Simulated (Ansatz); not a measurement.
## Ru: energy against strain

Ru (hcp, P6_3/mmc, 13.093 Å³/atom at rest, c along z) under an equal strain ε in the (0001) plane with the normal axis free, as in a coherent film. LDA in Ansatz, a plane-wave DFT program (PAW, default set), 420 eV, 25×25×14 Γ-centred mesh, Fermi-Dirac smearing 0.10 eV; ions are relaxed within the symmetry of each cell.

Here s stands for strain and y for E less E0.

```
strain (%)  E less E0 (meV/atom)
----------  --------------------
-3.00                          ?
-1.50                      14.47
-1.00                       6.23
-0.50                       1.47
0.00                        0.00
0.50                        1.64
1.00                        6.23
1.50                       13.58
```

**Question.** Using a parabola, estimate the missing y at s = -3.00 from the other rows, showing the fit.

**Answer.** Least squares gives y = -0.003 - 0.1786·s + 6.2343·s². Residuals (row less fit): 0.178, -0.180, -0.175, 0.003, 0.174, 0.177, -0.176; standard error 0.216 (degrees of freedom: 4). Twice the quadratic coefficient over the volume, 2 × 6.2343 meV × 10⁴ × 0.1602 / 13.093 Å³, is twice the biaxial elastic modulus of this plane = 1526 ± 23 GPa. At the withheld row, y = -0.003 - 0.1786 × (-3.0) + 6.2343 × (-3.0)² = 56.641 meV/atom. The calculation gives 62.21 meV/atom, 5.569 meV/atom above the prediction (9.0 % of the range of y in the table). The row lies outside the fitted rows, so this is an extrapolation. From the scatter of the fitted rows alone, a prediction at this place has a standard error of 0.827 meV/atom, so the miss is 6.7 times that.

One order more, fitted to all 13 runs of the series, follows each within 0.06, so the miss is the next term of a smooth law. In a metal these values are sensitive to mesh and smearing; energies are taken to zero smearing, stresses follow the free energy. Rows are the converged runs of the series near zero and its far end; series whose fitted rows scatter by over a few per cent of the range, as at a crossing or softening among them, aren't shown in this form. Most that stay on the fit to the last digits aren't either.
